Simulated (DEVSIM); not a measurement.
Structure: Schottky contact on p-type CdTe, at 250 K.

Layer 1 from the left is CdTe, thickness (μm) 3.50, Na (cm⁻³) 1.1e15, τn (s) 3.7e-10, τp (s) 3.7e-10. Layer 2 from the left is CdTe, thickness (μm) 30.0, Na (cm⁻³) 8e17, τn (s) 3.7e-10, τp (s) 3.7e-10.

Left contact: Schottky, work function 4.69 eV, emission velocity 7.5e6 cm/s. Right contact: ohmic. Voltage is applied to the left contact. Recombination: SRH at mid-gap, Auger. Mobility is μmin + (μ − μmin)/(1 + (N/Nref)^α).

This is a model device: material constants are rounded textbook-type values typed into the input, and sizes, dopings and lifetimes were drawn at random. Values at 300 K; Nc and Nv go as T^1.5, mobilities as T to minus their exponent, the gap by Varshni's rule with the affinity fixed.

CdTe: gap (eV) 1.5, affinity (eV) 4.28, permittivity 10.2, Nc (cm⁻³) 8e17, Nv (cm⁻³) 1.8e19, μn (cm²/Vs) 1000, μp (cm²/Vs) 80, μn,min 100, μp,min 10, Nref,n 1e17, Nref,p 1e17, αn 0.6, αp 0.6, T exponent of μn 1.7, T exponent of μp 1.5, Cn (cm⁶/s) 1e-30, Cp (cm⁶/s) 1e-30, Varshni α (eV/K) 0.00031, Varshni β (K) 108.

Simulated with DEVSIM: 1D drift-diffusion, Boltzmann statistics, complete ionisation; no tunnelling, impact ionisation, image-force lowering or self-heating. Metal contacts follow the ideal Schottky-Mott rule: no Fermi-level pinning, no interface dipoles.

Dark forward current:

```
|V| (V)  |J| (A/cm²)
-------  -----------
0.05       3.835e-12
0.10       1.545e-11
0.15       5.320e-11
0.20       1.778e-10
0.25       5.965e-10
0.30        2.067e-9
0.35        7.835e-9
0.40        3.587e-8
0.45        2.159e-7
0.50        1.654e-6
0.55        1.446e-5
0.60       0.0001324
0.65        0.001214
0.70         0.01079
0.75         0.08628
0.80          0.4902
0.85           1.555
0.90           3.167
0.95           5.090
1.00           7.190
1.05           9.401
1.10           11.69
1.15           14.02
1.20           16.40
1.25           18.81
1.30           21.25
```

Problem. Work out the local ideality factor n = ΔV / (kT/q · ln(J2/J1)) between the rows 0.10 and 0.15 V, 0.60 and 0.65 V, 1.25 and 1.30 V.

Solution. kT/q = 21.54 mV. From 0.10 to 0.15 V: ln(5.320e-11/1.545e-11) = 1.236, n = 1.88, near the 2 of recombination in the depletion region. From 0.60 to 0.65 V: ln(0.001214/0.0001324) = 2.216, n = 1.05, near the 1 of diffusion or emission over a barrier. From 1.25 to 1.30 V: ln(21.25/18.81) = 0.122, n = 19.03.

Problem. Estimate the current at 0.60 V for emission alone, J0 = q v N_band exp(−φB/kT), and read the barrier back from the simulated current.

Solution. φB = 1.104 eV, N_band = 1.37e19 cm⁻³, J0 = 8.95e-16 A/cm²; J = J0 (exp(qV/kT) − 1) = 0.00112 A/cm². The simulation gives 0.000132 A/cm²; the estimate lies 750 % above. Read backwards, the simulated current gives an apparent barrier of 1.150 eV. The estimate leaves out transport through the depletion region and minority injection.
